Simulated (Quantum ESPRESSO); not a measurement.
## Equation of state of fluorite-structure AuAl2 (space group 225): energy against volume (Quantum ESPRESSO, PBE)

```yaml
crystal:
  lattice:
    - [0.00000, 2.94666, 2.94666]
    - [2.94666, 0.00000, 2.94666]
    - [2.94666, 2.94666, 0.00000]
  atoms:
    - { symbol: Al, position: [0.25000, 0.25000, 0.25000] }
    - { symbol: Al, position: [0.75000, 0.75000, 0.75000] }
    - { symbol: Au, position: [0.00000, 0.00000, 0.00000] }
```

Method of the run: PBE, PSlibrary PAW (PBE) pseudopotentials (plane waves; Quantum ESPRESSO 7.5). Settings: ecutwfc = 65 Ry; ecutrho = 585 Ry; occupations = smearing; smearing = fd; degauss = 0.0036749 Ry; potentials = {Al: Al.pbe-n-kjpaw_psl.1.0.0.UPF, Au: Au.pbe-n-kjpaw_psl.1.0.0.UPF}; K_POINTS = automatic 17 17 17 0 0 0; conv_thr = 1e-10 Ry; mixing_beta = 0.3. The cell above is the first row's. The rows scale it uniformly. In all rows fractional positions and the k mesh are held. E is the free energy at the stated smearing, counted from the lowest row.

| V (Å^3/atom) | E (meV/atom) |
|---|---|
| 17.057 | ? |
| 17.428 | 24.60 |
| 17.798 | 10.47 |
| 18.169 | 2.49 |
| 18.540 | 0.00 |
| 18.911 | 2.38 |
| 19.282 | 9.07 |
| 19.652 | 19.59 |
| 20.023 | 33.48 |

The 8 complete rows are fitted with the third-order Birch-Murnaghan form, a cubic in V^(-2/3), E against V. With u = V^(-2/3) - 0.142, the rows have u = 0.006765, 0.004696, 0.002692, 0.000756, -0.001118, -0.002930, -0.004682, -0.006383. Least squares gives E = 0.399 - 1032.68·u + 665422·u² + 2372485·u³. Residuals (row less fit): -0.001, 0.001, 0.002, 0.000, -0.002, -0.008, 0.013, -0.005; standard error 0.008 (degrees of freedom: 4). Its minimum lies at u = 0.000773, so V0 = (0.142773)^(-3/2) = 18.54. There d²E/du² = 1342000 and d³E/du³ = 1.423e7, so B0 = (4/9) × 18.54^(-7/3) × 1342000 × 0.160218 = 105 GPa (the last factor turns the table's units into GPa), and B0' = 4 + (2/3) × 0.142773 × (1.423e7)/1342000 = 5.0. The program's pressures in the fitted runs (not shown) pass through zero at V = 18.54, 0.00 % from this V0.

Q: Estimate the missing E (V = 17.057); what did the run itself give?

A: u = 0.008915, so E = 0.399 - 1032.68 × 0.008915 + 665422 × 0.008915² + 2372485 × 0.008915³ = 45.760 meV/atom. The calculation gives 45.66 meV/atom, 0.100 meV/atom below the prediction (0.2 % of the range of E in the table). The row lies outside the fitted rows, so this is an extrapolation. From the scatter of the fitted rows alone, a prediction at this place has a standard error of 0.024 meV/atom, so the miss is 4.3 times that.

Carrying the step between the two nearest rows on in a straight line would have given 38.77, off by 6.89; series whose last step already gives the withheld value aren't shown. The scan was laid around a cell of about the measured size, scaled by a guess for this functional. The runs keep the symmetry of the cell, so they don't test it for distortions. Spin-orbit coupling is off. Cutoffs and mesh are single choices, not tested for convergence of this quantity. Series with a scatter that would blur these digits, or in which a gap closes, are not shown. Nor are scans whose minimum lies at an end fitted in this form.

Terms beyond the fitted order, or numerical noise in single rows, can give a miss of this size; the table doesn't tell which.
